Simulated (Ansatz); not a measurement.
**TmCu₂ (Imma, No. 74; cell taken from a computed entry)**

The numbers are results of r²SCAN in Ansatz (PAW), not measurements.

Run with plane-wave cutoff 500 eV, 16×16×16 k mesh, Fermi–Dirac smearing 0.1 eV, spin-polarised start, scalar-relativistic PAW data made under PBE.

Cell (relaxed at this level):

Space group Imma (No. 74); a = 4.2669 Å, b = 6.7828 Å, c = 7.2047 Å, α = β = γ = 90.00°

```
atom  site  symmetry       x       y       z
----  ----  --------  ------  ------  ------
Tm      4e       mm2  0.0000  0.2500  0.5463
Cu      8h       m..  0.0000  0.0567  0.1641
```
(The calculation used a cell of 6 atoms; values per cell refer to that cell.)

volume per atom: 17.38 Å³/atom

Note: the magnetic order was assumed, not searched for or taken from measurement; the relaxation could not lower the start's symmetry, so the cell can be a saddle point above a distorted one; the 4f shell is treated without U or exact exchange, so its levels and filling can be wrong.

Spin–orbit coupling is not included.

Computed values are for the static lattice.

Ansatz is a first-principles code.
